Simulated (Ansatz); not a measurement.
## Ge: pressure −1 GPa

Take Ge (space group P4_32_12, No. 96; a = 5.929 Å, c = 6.954 Å) as the base.

Modification: hydrostatic tension (pressure −1 GPa).

All numbers come from PBEsol/PAW in Ansatz (a program for electronic structure), scalar-relativistic without spin-orbit coupling. Γ-centred 5×5×4 mesh, Fermi–Dirac width 0.05 eV.

Volume per atom: 20.74 Å³ (base 20.37 Å³)
Density: 5.81 g/cm³ (base 5.92 g/cm³)
Lattice parameter a: 5.955 Å (base 5.929 Å)
c/a ratio: 1.179 (base 1.173)
Shortest interatomic distance: 2.492 Å (base 2.483 Å)
Band gap: 0.41 eV (an upper bound: an edge found on the path is not a true extremum; both cells) (base 0.45 eV)

Load acts through the strain it causes; cell and atoms are relaxed under it. Stability against distortions was not tested. This is not the structure that Ge has at room temperature and ambient pressure.
